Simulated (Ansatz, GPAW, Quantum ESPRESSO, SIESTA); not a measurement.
## Tl₂Pd (C2/c, 6 atoms in the cell) computed with different codes at matched settings

Self-consistent single point.

```xyz
6
Lattice="4.4443 -3.3993 0.0000 4.4443 3.3993 0.0000 -3.7513 0.0000 4.4464" Properties=species:S:1:pos:R:3 pbc="T T T"
Tl     5.2961     1.1292     0.7401
Tl    -0.1588    -1.1292     3.7063
Tl     1.7168     1.1292     1.4831
Tl     3.4205    -1.1292     2.9632
Pd     3.5065     3.3938     1.1116
Pd     1.6308    -3.3938     3.3348
```

Shared settings, as Ansatz (a first-principles code) writes them: kpoints.mp_grid.grid = 5 5 5; scf.occupations.method = gaussian; scf.occupations.width = 0.01 Ry. Potentials and cutoffs stand in the table.

| code | model | pressure (GPa) | largest force (eV/Å) | cutoff |
|---|---|---|---|---|
| GPAW | LDA (Perdew-Wang 92), GPAW PAW datasets LDA (gpaw-data 1.0.1) | -5.07 | 0.119 | 600 eV |
| Quantum ESPRESSO | LDA (PW92), PseudoDojo standard norm-conserving (LDA) pseudopotentials | -4.76 | 0.112 | 85 Ry |
| Ansatz | LDA (PW92), PAW files made with PBE | -4.74 | 0.116 | default |
| SIESTA | LDA PW92, numerical atomic orbitals DZP, PseudoDojo LDA standard norm-conserving potentials (rewritten from UPF to PSML) | -5.14 | 0.065 | grid 350 Ry |

Size of the force on each atom (eV/Å): Sizes of forces hide their directions.

| code | Tl1 | Tl2 | Tl3 | Tl4 | Pd5 | Pd6 |
|---|---|---|---|---|---|---|
| GPAW | 0.119 | 0.119 | 0.119 | 0.119 | 0.006 | 0.006 |
| Quantum ESPRESSO | 0.112 | 0.112 | 0.112 | 0.112 | 0.005 | 0.005 |
| Ansatz | 0.116 | 0.116 | 0.116 | 0.116 | 0.005 | 0.005 |
| SIESTA | 0.065 | 0.065 | 0.065 | 0.065 | 0.001 | 0.001 |

On Ansatz's run: spin-orbit coupling is off. Spin polarisation is off.

The spread over the programs that give each value: pressure within 0.40 GPa; largest force within 0.054 eV/Å.

SIESTA uses small atom-centred bases, whose incompleteness enters pressures, forces and empty levels differently from a plane-wave cutoff. Ansatz's pressure is given at a fixed set of plane waves, as the other plane-wave codes print theirs.

On the base mesh (3 3 4) the same programs gave: Ansatz pressure -5.37 GPa; Quantum ESPRESSO pressure -5.40 GPa; GPAW pressure -5.69 GPa; SIESTA pressure -5.78 GPa.

The values differ from the base mesh's, so the mesh still matters here: the table compares the programs at equal settings.

The starting cell comes from a database of computed structures (which also holds hypothetical and non-ambient phases and stackings), without a prior relaxation at this level. Its lattice was rescaled by a random factor within 2.5 % of one.

Left out of this page: CP2K (on another mesh).

Keys are those of Ansatz 0.2.
